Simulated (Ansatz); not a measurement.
Given:

End structure of the (10-10) surface of beta Si3N4 in its 1x1 cell (cut with top plane Si, bottom plane Si), outermost plane spacing 0.48 Å in the ideal cut (one of several cuts of this face) (in the relaxation N ended outermost):

```yaml
crystal:
  lattice:
    - [2.92660, 0.00000, 0.00000]
    - [0.00000, 7.66371, 0.00000]
    - [0.00000, 0.00000, 28.50000]
  atoms:
    - { symbol: Si, position: [0.25000, 0.40967, 0.31836] }
    - { symbol: N, position: [0.75000, 0.94295, 0.30582] }
    - { symbol: N, position: [0.75000, 0.31968, 0.30058] }
    - { symbol: N, position: [0.25000, 0.62621, 0.32645] }
    - { symbol: Si, position: [0.75000, 0.75736, 0.33457] }
    - { symbol: Si, position: [0.75000, 0.12244, 0.33570] }
    - { symbol: N, position: [0.25000, 0.19611, 0.36989] }
    - { symbol: N, position: [0.75000, 0.80159, 0.39553] }
    - { symbol: Si, position: [0.25000, 0.81237, 0.42746] }
    - { symbol: Si, position: [0.25000, 0.21196, 0.43311] }
    - { symbol: N, position: [0.75000, 0.32281, 0.44929] }
    - { symbol: N, position: [0.25000, 0.63126, 0.46451] }
    - { symbol: N, position: [0.25000, 0.00751, 0.45951] }
    - { symbol: Si, position: [0.75000, 0.52205, 0.47970] }
    - { symbol: Si, position: [0.25000, 0.97795, 0.52030] }
    - { symbol: N, position: [0.75000, 0.49249, 0.54049] }
    - { symbol: N, position: [0.75000, 0.86874, 0.53549] }
    - { symbol: N, position: [0.25000, 0.17719, 0.55071] }
    - { symbol: Si, position: [0.75000, 0.28804, 0.56689] }
    - { symbol: Si, position: [0.75000, 0.68763, 0.57254] }
    - { symbol: N, position: [0.25000, 0.69841, 0.60447] }
    - { symbol: N, position: [0.75000, 0.30389, 0.63011] }
    - { symbol: Si, position: [0.25000, 0.37756, 0.66430] }
    - { symbol: Si, position: [0.25000, 0.74264, 0.66543] }
    - { symbol: N, position: [0.75000, 0.87379, 0.67355] }
    - { symbol: N, position: [0.25000, 0.18032, 0.69942] }
    - { symbol: N, position: [0.25000, 0.55705, 0.69418] }
    - { symbol: Si, position: [0.75000, 0.09033, 0.68164] }
```

Model: 28-atom slab, N16Si12, 12.0 Å thick at the start, 9x4x1 mesh, Fermi-Dirac 0.025 eV, dipole correction, single point; on the structure that PBE left under its start's symmetry; no spin, no spin-orbit, no U.

Q: What surface energy (mean of both faces) does r2SCAN, at the PBE geometry in Ansatz (a first-principles code) give?

A: 2.60 J/m^2
